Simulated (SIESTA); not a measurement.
```yaml
crystal:
  lattice:
    - [3.47885, 0.00000, 0.00000]
    - [0.00000, 3.47885, 0.00000]
    - [0.00000, 0.00000, 3.47885]
  atoms:
    - { symbol: Cr, position: [0.01967, 0.99809, 0.99715], spin: 3.0 }
    - { symbol: Fe, position: [0.99688, 0.49562, 0.49268], spin: 4.0 }
    - { symbol: Fe, position: [0.48978, 0.00679, 0.50141], spin: 4.0 }
    - { symbol: Fe, position: [0.49368, 0.49949, 0.00876], spin: 4.0 }
```
(The spins are starting values, not results.)

Method: LDA PW92, numerical atomic orbitals DZP, PseudoDojo LDA standard norm-conserving potentials (rewritten from UPF to PSML) run with SIESTA.

The set-up and first iterations of a SIESTA log for CrFe₃ (P1, 4 atoms in the cell):

```
reinit: Reading from file input.fdf

reinit: System Name: CrFe3
reinit: System Label: siesta

NOTE on units for spin output:
{S} is the spin magnetic moment, in units of the Bohr magneton,
assuming a g-factor for the electron spin of exactly 2.
The spin magnetic moment is then numerically equal to the charge inbalance,
in units of electrons, between the spin-up and -down channels.

coor:   Atomic-coordinates input format  =     Cartesian coordinates
coor:                                            (in Bohr units)

siesta: Atomic coordinates (Bohr) and species
siesta:      0.12929  -0.01256  -0.01875  1        1
siesta:     -0.02052   3.25828   3.23893  2        2
siesta:      3.21982   0.04466   3.29629  2        3
siesta:      3.24550   3.28371   0.05762  2        4

siesta: System type = bulk

initatomlists: Number of atoms, orbitals, and projectors:      4    76    72

   [... lines left out ...]
diag: Use parallel 2D distribution                  =   F
diag: Parallel block-size                           = 64
diag: Parallel distribution                         =     1 x     1
diag: Used triangular part                          = Lower
diag: Absolute tolerance                            =  0.100E-15
diag: Orthogonalization factor                      =  0.100E-05
diag: Memory factor                                 =  1.0000

superc: Internal auxiliary supercell:     5 x     5 x     5  =     125
superc: Number of atoms, orbitals, and projectors:    500   9500   9000

                        Single-point calculation

superc: Internal auxiliary supercell:     5 x     5 x     5  =     125
superc: Number of atoms, orbitals, and projectors:    500   9500   9000

outcell: Unit cell vectors (Ang):
        3.478850    0.000000    0.000000
        0.000000    3.478850    0.000000
        0.000000    0.000000    3.478850

outcell: Cell vector modules (Ang)   :    3.478850    3.478850    3.478850
outcell: Cell angles (23,13,12) (deg):     90.0000     90.0000     90.0000
outcell: Cell volume (Ang**3)        :     42.1024
new_DM -- step:     1
Initializing Density Matrix...

Attempting to read DM from file... Failed...
DM filled with atomic data (user-defined):

InitMesh: MESH = 40 x 40 x 40 = 64000
InitMesh: Mesh cutoff (required, used) =   350.000   365.385 Ry

stepf: Fermi-Dirac step function
        iscf     Eharris(eV)        E_KS(eV)     FreeEng(eV)     dDmax    Ef(eV) dHmax(eV)
   scf:    1   -12495.731099   -12603.044912   -12603.216950  0.842041 -1.689184 38.032069
     spin moment: {S} , |S| = {        0.0        0.0    5.60857 }     5.60857
   scf:    2   -12625.917276   -12630.205708   -12630.399092  0.431643 -2.439396 11.387493
     spin moment: {S} , |S| = {        0.0        0.0    7.62246 }     7.62246
   scf:    3   -12636.636043   -12634.212975   -12634.422942  0.182067 -2.864805  9.223155
     spin moment: {S} , |S| = {        0.0        0.0    7.27350 }     7.27350
   scf:    4   -12635.717164   -12637.794351   -12638.040355  0.289138 -4.612499  6.417295
     spin moment: {S} , |S| = {        0.0        0.0    7.53566 }     7.53566
   scf:    5   -12639.600165   -12639.250762   -12639.500056  0.045584 -4.494234  0.595644
     spin moment: {S} , |S| = {        0.0        0.0    6.99144 }     6.99144
   scf:    6   -12471.735896   -12582.289778   -12582.491571  0.194959 -4.819267 39.330324
     spin moment: {S} , |S| = {        0.0        0.0    4.03221 }     4.03221
   scf:    7   -12580.307571   -12581.300655   -12581.502831  0.001467 -4.815816 39.658641
     spin moment: {S} , |S| = {        0.0        0.0    4.04434 }     4.04434
   scf:    8   -12491.290980   -12614.159916   -12614.299342  0.342200 -4.913243 25.057390
     spin moment: {S} , |S| = {        0.0        0.0    3.49995 }     3.49995
   [... lines left out ...]
```

Question: How does the run end?

Answer: The run converged in 52 iterations. Convergence of the loop says nothing yet on basis, mesh or lower states. It ends on: free energy E − TS -12640.8785 eV; Fermi level (on the code's own zero) -4.75 eV; pressure -20.21 GPa; largest force (vector length) 0.545 eV/Å; size of the cell's spin moment 1.71 μB; site moments (μB, in the program's spheres or projections) Cr -1.14, Fe 0.98, Fe 0.93, Fe 0.94. The log goes on:

```
     spin moment: {S} , |S| = {        0.0        0.0    1.70156 }     1.70156
   scf:   36   -12640.731289   -12640.731295   -12640.878517  0.000105 -4.752257  0.001487
   [... lines left out ...]
   scf:   49   -12640.731449   -12640.731440   -12640.878521  0.000036 -4.751833  0.000230
     spin moment: {S} , |S| = {        0.0        0.0    1.70483 }     1.70483
   scf:   50   -12640.731452   -12640.731446   -12640.878521  0.000026 -4.751801  0.000136
     spin moment: {S} , |S| = {        0.0        0.0    1.70507 }     1.70507
   scf:   51   -12640.731457   -12640.731451   -12640.878521  0.000027 -4.751788  0.000095
     spin moment: {S} , |S| = {        0.0        0.0    1.70526 }     1.70526
   scf:   52   -12640.731454   -12640.731453   -12640.878521  0.000006 -4.751785  0.000080
     spin moment: {S} , |S| = {        0.0        0.0    1.70533 }     1.70533
SCF Convergence by DM+H criterion
max |DM_out - DM_in|         :     0.0000061150
max |H_out - H_in|      (eV) :     0.0000799766
SCF cycle converged after 52 iterations

Using DM_out to compute the final energy and forces

siesta: E_KS(eV) =           -12640.7315

siesta: E_KS - E_eggbox =    -12640.7315

siesta: Atomic forces (eV/Ang):
     1   -0.543272    0.016236    0.034580
     2   -0.087557    0.160622    0.224233
     3    0.367925   -0.241725    0.017937
     4    0.279267    0.070552   -0.280530
   Tot    0.016363    0.005685   -0.003779
   Max    0.543272
   Res    0.247679    sqrt( Sum f_i^2 / 3N )
   Max    0.543272    constrained

Stress tensor Voigt[x,y,z,yz,xz,xy] (kbar):      202.73      201.70      202.00        1.65        3.21        2.57
(Free)E + p*V (eV/cell)   -12646.1905
Target enthalpy (eV/cell)   -12640.8785

siesta: Program's energy decomposition (eV):
siesta: FreeEng =    -12640.878521

siesta: Atomic forces (eV/Ang):
   [... lines left out ...]
siesta: Cell volume =         42.102425 Ang**3
siesta:        -202.14348061       -225.67180340  kBar
   [... lines left out ...]
              0.171   0.634   0.675   0.529   0.678   0.564  -0.039  -0.073

             -0.052  -0.073  -0.065

mulliken: Qtot =       30.147

Mulliken Atomic Populations:
Atom #   charge [q] valence [e]      Sz [e]  Species
     1    -0.887250   14.887250   -1.144198  Cr
     2     0.296937   15.703063    0.980597  Fe
     3     0.294805   15.705195    0.931649  Fe
     4     0.295509   15.704491    0.937282  Fe
 Total    -0.000000                1.705331
```

For comparison: a first run was changed to give this one (atoms moved at random), and from it to this one the free energy goes up by 9.4 meV/atom, the pressure goes from -20.76 to -20.21 GPa, the largest force goes from 0.000 to 0.545 eV/Å and the size of the net moment hardly changes (0.45 to 0.43 μB/atom).

The starting cell comes from a database of computed structures (which also holds hypothetical and non-ambient phases and stackings), without a prior relaxation at this level. Its lattice was rescaled by a random factor within 2.5 % of one. For this run, on top of that: atoms moved at random. The magnetic order is the one reached from the typed start; others were not searched systematically. Values carry the incompleteness of an atom-centred basis. With a pressure of about -20 GPa the cell is away from its equilibrium volume at this level.

The run was DFT, LDA PW92, numerical atomic orbitals DZP, PseudoDojo LDA standard norm-conserving potentials (rewritten from UPF to PSML). Main settings of its input:

| setting | value |
|---|---|
| XC.functional | LDA |
| XC.authors | PW92 |
| potentials | PseudoDojo LDA standard |
| PAO.BasisSize | DZP |
| PAO.EnergyShift | 0.01 Ry |
| MeshCutoff | 350 Ry |
| kgrid.MonkhorstPack | 9 9 9 |
| OccupationFunction | FD |
| ElectronicTemperature | 1160.45 K |
| Spin | polarized |
| DM.InitSpin | [1 +3.00, 2 +4.00, 3 +4.00, 4 +4.00] |
| MaxSCFIterations | 150 |
